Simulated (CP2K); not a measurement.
# Worked example: self-consistent single point of Sr2NbGaO6 (Fm-3m, 10 atoms in the cell) in CP2K

Computed with PBEsol, GPW, DZVP-MOLOPT-SR-GTH basis, GTH-PBE potentials (GTH_POTENTIALS) in CP2K.

This input was run:

```
&GLOBAL
  PROJECT run
  RUN_TYPE ENERGY_FORCE
  PRINT_LEVEL MEDIUM
&END GLOBAL
&FORCE_EVAL
  METHOD Quickstep
  STRESS_TENSOR ANALYTICAL
  &DFT
    BASIS_SET_FILE_NAME BASIS_MOLOPT
    POTENTIAL_FILE_NAME GTH_POTENTIALS
    &QS
      METHOD GPW
      EPS_DEFAULT 1E-11
    &END QS
    &MGRID
      CUTOFF 600
      REL_CUTOFF 50
      NGRIDS 5
    &END MGRID
    &SCF
      SCF_GUESS ATOMIC
      EPS_SCF 1E-6
      MAX_SCF 100
      ADDED_MOS 14
      &DIAGONALIZATION
        ALGORITHM STANDARD
      &END DIAGONALIZATION
      &MIXING
        METHOD BROYDEN_MIXING
        ALPHA 0.4
        NBUFFER 10
        BETA 1
      &END MIXING
    &END SCF
    &KPOINTS
      SCHEME MONKHORST-PACK 3 3 3
    &END KPOINTS
    &XC
      &XC_FUNCTIONAL
        &PBE
          PARAMETRIZATION PBESOL
        &END PBE
      &END XC_FUNCTIONAL
    &END XC
    &PRINT
      &MO
        EIGENVALUES T
        OCCUPATION_NUMBERS T
        NDIGITS 8
        FILENAME mo
        &EACH
          QS_SCF 0
        &END EACH
        ADD_LAST NUMERIC
      &END MO
      &MULLIKEN ON
      &END MULLIKEN
    &END PRINT
  &END DFT
  &SUBSYS
    &CELL
      A 5.65714400 0.00000000 0.00000000
      B 2.82857200 4.89923100 0.00000000
      C 2.82857200 1.63307700 4.61903900
      PERIODIC XYZ
    &END CELL
    &COORD
      SCALED
      Sr       0.25000000     0.25000000     0.25000000
      Sr       0.75000000     0.75000000     0.75000000
      Nb       0.00000000     0.00000000     0.00000000
      Ga       0.50000000     0.50000000     0.50000000
      O        0.74922000     0.25078000     0.25078000
      O        0.25078000     0.74922000     0.74922000
      O        0.25078000     0.74922000     0.25078000
      O        0.74922000     0.25078000     0.74922000
      O        0.25078000     0.25078000     0.74922000
      O        0.74922000     0.74922000     0.25078000
    &END COORD
    &KIND Sr
      BASIS_SET DZVP-MOLOPT-SR-GTH-q10
      POTENTIAL GTH-PBE-q10
    &END KIND
    &KIND Nb
      BASIS_SET DZVP-MOLOPT-SR-GTH-q13
      POTENTIAL GTH-PBE-q13
    &END KIND
    &KIND Ga
      BASIS_SET DZVP-MOLOPT-SR-GTH-q13
      POTENTIAL GTH-PBE-q13
    &END KIND
    &KIND O
      BASIS_SET DZVP-MOLOPT-SR-GTH-q6
      POTENTIAL GTH-PBE-q6
    &END KIND
  &END SUBSYS
  &PRINT
    &FORCES ON
    &END FORCES
    &STRESS_TENSOR ON
    &END STRESS_TENSOR
  &END PRINT
&END FORCE_EVAL
```

The program printed (abridged):

```
 GLOBAL| Method name                                                        CP2K
 GLOBAL| Project name                                                        run
 GLOBAL| Run type                                                   ENERGY_FORCE

 CELL| Volume [angstrom^3]:                                           128.019693
 CELL| Vector a [angstrom]:       5.657     0.000     0.000   |a| =     5.657144
 CELL| Vector b [angstrom]:       2.829     4.899     0.000   |b| =     5.657145
 CELL| Vector c [angstrom]:       2.829     1.633     4.619   |c| =     5.657144
 CELL| Angle (b,c), alpha [degree]:                                    60.000001
 CELL| Angle (a,c), beta  [degree]:                                    60.000002
 CELL| Angle (a,b), gamma [degree]:                                    60.000003
 CELL| Numerically orthorhombic:                                              NO
 CELL| Periodicity                                                           XYZ

 DFT| Spin restricted Kohn-Sham (RKS) calculation                            RKS
 DFT| Multiplicity                                                             1
 DFT| Number of spin states                                                    1
 DFT| Charge                                                                   0
 DFT| XC density smoothing                                                  NONE
 DFT| XC derivatives                                                          PW

 QS| Method:                                                                 GPW
 QS| Density plane wave grid type                        NON-SPHERICAL FULLSPACE
 QS| Number of grid levels:                                                    5
 QS| Density cutoff [a.u.]:                                                300.0
 QS| Multi grid cutoff [a.u.]: 1) grid level                               300.0
   [... lines left out ...]
 BRILLOUIN| Wavefunction type                                            COMPLEX
 BRILLOUIN| List of Kpoints [2 Pi/Bohr]                                       14
 BRILLOUIN| Number           Weight            X              Y              Z
 BRILLOUIN|     1           0.07407       -0.33333       -0.33333       -0.33333
 BRILLOUIN|     2           0.07407       -0.33333       -0.33333        0.00000
 BRILLOUIN|     3           0.07407       -0.33333       -0.33333        0.33333
   [... 11 lines left out ...]
 *******************************************************************************

 Extrapolation method: initial_guess

 Re-scaling the density matrix to get the right number of electrons
                  # Electrons              Trace(P)               Scaling factor
                           82                82.000                        1.000

 Number of electrons:                                                         82
 Number of occupied orbitals:                                                 41
 Number of molecular orbitals:                                                55

 Number of orbital functions:                                                157
 Number of independent orbital functions:                                    157
 SCF WAVEFUNCTION OPTIMIZATION

  Step     Update method      Time    Convergence         Total energy    Change
     1 NoMix/Diag. 0.40E+00      -     2.16653259      -289.8998794584 -2.90E+02
     2 Broy./Diag. 0.40E+00      -     0.27957072      -283.7588600679  6.14E+00
     3 Broy./Diag. 0.40E+00      -     0.08357072      -290.5019505033 -6.74E+00
     4 Broy./Diag. 0.40E+00      -     0.02248332      -289.9974280244  5.05E-01
     5 Broy./Diag. 0.40E+00      -     0.02997394      -289.0437270603  9.54E-01
     6 Broy./Diag. 0.40E+00      -     0.01717936      -289.2831167002 -2.39E-01
     7 Broy./Diag. 0.40E+00      -     0.00320041      -289.2475616243  3.56E-02
   [... 2 lines left out ...]
    10 Broy./Diag. 0.40E+00      -     0.00010688      -289.2500207473  1.34E-03
    11 Broy./Diag. 0.40E+00      -     0.00003923      -289.2501787770 -1.58E-04
    12 Broy./Diag. 0.40E+00      -     0.00000446      -289.2502986589 -1.20E-04
    13 Broy./Diag. 0.40E+00      -     0.00000148      -289.2503100734 -1.14E-05
    14 Broy./Diag. 0.40E+00      -     0.00000041      -289.2503186611 -8.59E-06
  *** SCF run converged in    14 steps ***

  Electronic density on regular grids:        -81.9999999962        0.0000000038
  Core density on regular grids:               81.9999999995       -0.0000000005
  Total charge density on r-space grids:        0.0000000033
  Total charge density g-space grids:           0.0000000033

  Overlap energy of the core charge distribution:               0.00000000078431
  Self energy of the core charge distribution:               -567.62983052512993
  Core Hamiltonian energy:                                    148.97684673749711
  Hartree energy:                                             175.85193723171093
  Exchange-correlation energy:                                -46.44927210596462

  Total energy:                                              -289.25031866110220

                     Mulliken Population Analysis

 #  Atom  Element  Kind  Atomic population                           Net charge
       1     Sr       1          8.673024                              1.326976
       2     Sr       1          8.673023                              1.326977
       3     Nb       2         12.533006                              0.466994
       4     Ga       3         12.437386                              0.562614
       5     O        4          6.613927                             -0.613927
       6     O        4          6.613927                             -0.613927
       7     O        4          6.613927                             -0.613927
       8     O        4          6.613927                             -0.613927
       9     O        4          6.613927                             -0.613927
      10     O        4          6.613927                             -0.613927
 # Total charge                             82.000000                  0.000000

 ENERGY| Total FORCE_EVAL ( QS ) energy [hartree]           -289.250321814589370

 FORCES| Atomic forces [hartree/bohr]
 FORCES|   Atom     x               y               z               |f|
 FORCES|      1 -6.95504200E-08 -2.93443309E-08 -1.79638227E-08   7.75954225E-08
 FORCES|      2  6.95480560E-08  3.02476929E-08  1.81946418E-08   7.79929484E-08
 FORCES|      3 -6.85697738E-11  1.35298898E-09 -5.89950801E-10   1.47760717E-09
 FORCES|      4 -4.43622096E-11  1.15972064E-09  1.19353731E-09   1.66476764E-09
 FORCES|      5  1.01145291E-07 -8.69035890E-03 -6.14502265E-03   1.06434788E-02
 FORCES|      6 -1.01088525E-07  8.69035315E-03  6.14502021E-03   1.06434727E-02
 FORCES|      7 -7.52598984E-03  4.34525745E-03 -6.14504159E-03   1.06434638E-02
 FORCES|      8  7.52599023E-03 -4.34525648E-03  6.14504223E-03   1.06434640E-02
 FORCES|      9 -7.52599048E-03 -4.34513923E-03  6.14512207E-03   1.06434624E-02
 FORCES|     10  7.52599015E-03  4.34514034E-03 -6.14512147E-03   1.06434623E-02
 FORCES| Sum     3.03956773E-12 -2.56602094E-10 -3.59747011E-10
 FORCES| Total atomic force                                       4.41895672E-10

 STRESS| Analytical stress tensor [bar]
 STRESS|                        x                   y                   z
 STRESS|      x       -6.27387237037E+04   9.37848964642E-01   6.59831790941E-01
 STRESS|      y        9.37848964642E-01  -6.27401051495E+04   4.49989114206E-01
 STRESS|      z        6.59831790941E-01   4.49989114206E-01  -6.27405040303E+04
 STRESS| 1/3 Trace                                            -6.27397776278E+04
```

The run converged in 14 iterations.

The starting cell comes from a database of computed structures (which also holds hypothetical and non-ambient phases and stackings), without a prior relaxation at this level. Values carry the incompleteness of an atom-centred basis. The potentials were made for another functional than the one used. With a pressure of about -6 GPa the cell is away from its equilibrium volume at this level.

Cost on one core of a shared machine: roughly 3 min.
